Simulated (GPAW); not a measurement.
Input and output of a self-consistent single point for CoIr (R-3m, 2 atoms in the cell) (GPAW).

Method: PBEsol, GPAW PAW datasets PBEsol (made by gpaw-setup) (plane waves; GPAW).

The change in words: lattice scaled by 0.98. Reference geometry:
```
CoIr
1.0
    1.32421     0.76453     4.16478
   -1.32421     0.76453     4.16478
    0.00000    -1.52907     4.16478
Co Ir
1 1
Direct
  0.00000   0.00000   0.00000
  0.50000   0.50000   0.50000
```
Moments meant for the start (each program seeds them in its own way; μB, in the order of the atoms Co Ir): 3.0 0.0.

Reference input (self-consistent single point, DFT PBEsol, plane waves, GPAW PAW datasets PBEsol (made by gpaw-setup)): spinpol = true; mode = pw; ecut = 800 eV; xc = PBEsol; kpts = 12 12 12; mesh shift (steps) = 0 0 0; occupations.name = methfessel-paxton; occupations.width = 0.136 eV; occupations.order = 0; nbands = -6; convergence.density = 1e-05 e/electron; symmetry.symmorphic = false. This run's input differs from it in these lines:

```diff
@@ -5,5 +5,5 @@
 atoms = Atoms(['Co', 'Ir'],
-              cell=[[1.324210, 0.764533, 4.164777],
-                    [-1.324210, 0.764533, 4.164777],
-                    [0.000000, -1.529066, 4.164777]],
+              cell=[[1.297726, 0.749242, 4.081481],
+                    [-1.297726, 0.749242, 4.081481],
+                    [0.000000, -1.498485, 4.081481]],
               scaled_positions=[[0.000000, 0.000000, 0.000000],
```

The program printed (abridged):

```
     iter     time        total  log10-change:  magmom
                         energy   eigst   dens
iter:   1 --:--:--   -19.205036                   +3.0027
iter:   2 --:--:--   -19.341788   -1.02  -1.49    +1.9582
iter:   3 --:--:--   -19.299548   -1.68  -1.53    +1.3321
iter:   4 --:--:--   -20.297649   -1.41  -1.65    +1.4149
iter:   5 --:--:--   -19.181844   -1.79  -1.40    +1.3119
iter:   6 --:--:--   -19.468976   -1.71  -1.91    +1.3014
iter:   7 --:--:--   -19.185065   -2.13  -1.73    +1.3197
iter:   8 --:--:--   -19.184770   -2.59  -2.07    +1.3221
iter:   9 --:--:--   -19.184934c  -3.60  -2.62    +1.3201
   [... lines left out ...]
iter:  18 --:--:--   -19.184661c  -6.06  -3.58    +1.2595
iter:  19 --:--:--   -19.184662c  -7.57c -3.69    +1.2595
iter:  20 --:--:--   -19.184659c  -5.92  -3.71    +1.2607
iter:  21 --:--:--   -19.184663c  -7.16  -3.92    +1.2626
iter:  22 --:--:--   -19.184652c  -6.71  -3.95    +1.2630
iter:  23 --:--:--   -19.184670c  -6.58  -4.04    +1.2629
iter:  24 --:--:--   -19.184663c  -7.49c -4.10    +1.2632
iter:  25 --:--:--   -19.184659c  -7.35  -4.28    +1.2633
iter:  26 --:--:--   -19.184663c  -7.25  -4.39    +1.2633
iter:  27 --:--:--   -19.184662c  -7.88c -4.64    +1.2634
iter:  28 --:--:--   -19.184662c  -8.96c -5.05c   +1.2634
Converged after 28 iterations.

Dipole moment: (0.000000, 0.000000, -0.000000) |e|*Ang

Total magnetic moment: (0.000000, 0.000000, 1.263443)
Local magnetic moments:
   0 Co ( 0.000000,  0.000000,  1.163084)
   1 Ir ( 0.000000,  0.000000,  0.124098)

Energy contributions relative to reference atoms: (reference = -522216.742313)

Kinetic:        +22.990915
Potential:      -19.405553
External:        +0.000000
XC:             -22.435460
Entropy (-ST):   -0.023669
Local:           -0.322729
SIC:             +0.000000
--------------------------
Free energy:    -19.196497
Extrapolated:   -19.184662

Spin contamination: 0.042123 electrons
Showing only first 2 kpts
                      Up                     Down
 Kpt  Band  Eigenvalues  Occupancy  Eigenvalues  Occupancy
  0    10     12.49595    1.00000     13.47239    0.99648
   [... lines left out ...]

Fermi level: 13.73152

No gap
No difference between direct/indirect transitions
Energy (eV): -19.184662

Forces in eV/Ang:
  0 Co    0.00000    0.00000    0.00000
  1 Ir    0.00000   -0.00000   -0.00000

Stress tensor:
    -0.087841     0.000000    -0.000000
    -0.000000    -0.087841    -0.000000
    -0.000000    -0.000000    -0.082438
Stress (GPa, Voigt): [-14.0737 -14.0737 -13.208   -0.      -0.       0.    ]
```

The run converged in 28 iterations. GPAW prints stress with tension positive. Against the reference run the free energy rises by 18.2 meV/atom, the pressure goes from -5.08 to 13.79 GPa and the size of the net moment goes from 0.77 to 0.63 μB/atom.

The starting cell comes from a database of computed structures (which also holds hypothetical and non-ambient phases and stackings), without a prior relaxation at this level. For this run, on top of that: lattice scaled by 0.98. With one magnetic atom in the cell only a parallel order is possible. With a pressure of about 14 GPa the cell is away from its equilibrium volume at this level.

Cost on one core of a shared machine: roughly 7 min.
